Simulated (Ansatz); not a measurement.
For ScAu₂ (I4/mmm, No. 139; structure not from a measured cell), PBEsol (Ansatz, a program for electronic structure, plane waves, PAW) gives:

```
Item                  Result
-------------------  -------
lattice parameter a  3.511 Å
c axis length        8.687 Å
```

Q: What does r²SCAN (Ansatz, PAW) give for the same quantities?

A: 
- lattice constant a: 3.543 Å (increases by 0.9 %)
- lattice parameter c: 8.758 Å (rises by 0.8 %)

Changes are worked out from the printed values.

Unless a cell is named, each level is at its own relaxed cell (PBEsol 17.84, r²SCAN 18.32 Å³/atom).

Levels without +SOC leave out spin–orbit coupling, which shifts energies and cells of such heavy elements.

Caveats: the relaxation could not lower the start's symmetry, so the cell can be a saddle point above a distorted one (PBEsol, r²SCAN). Ansatz's density-functional and Hartree–Fock values are scalar-relativistic unless marked +SOC, with PAW data made under PBE.
